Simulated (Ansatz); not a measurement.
Consider interstitial Li in amorphous Si27O54 (a melt-quenched model of 81 atoms), charge state +1. The step: Li moves alone to another site; the atom moves 1.95 Å along (-0.05, 0.17, -0.06) of the unit cell; the moving atom starts with neighbours O at 1.91, O at 2.00, O at 2.06, O at 2.23 Å and ends with O at 1.89, O at 1.98, O at 2.00, O at 2.26, O at 2.27; Si at 2.44 Å. A PBE band in Ansatz (plane-wave PAW, the Γ point alone, 81 host sites, 30 SCF runs with any check of the saddle's order, static, no finite-size correction) gives a forward barrier of 0.16 eV. The saddle point's order was not checked. The charge state is imposed; whether it is stable for some Fermi level was not computed. Sites that were not tried may lie lower. The start lies 0.24 eV above the lowest site run (PBE).

Single points at the band's start and saddle point can refine it. Rough cost of one point, in units of the band's mean SCF on the same machine:

```csv
Level,Cost of one point
"PBE, a 2×2×2 k-point mesh shifted by half a step",about 7
"r2SCAN at 500 eV, the Γ point alone",about 3
"HSE06, Γ point alone",about 20
```

### Question
Which of these move the barrier by more than 0.1 eV, and how far does each move it?

### Answer
Not one does. PBE, a 2×2×2 k-point mesh shifted by half a step: 0.00 eV; r2SCAN at 500 eV, the Γ point alone: -0.02 eV; HSE06, Γ point alone: -0.04 eV. Each functional is compared with PBE at the same k-points.

Ansatz is a quantum-chemistry and plane-wave program.
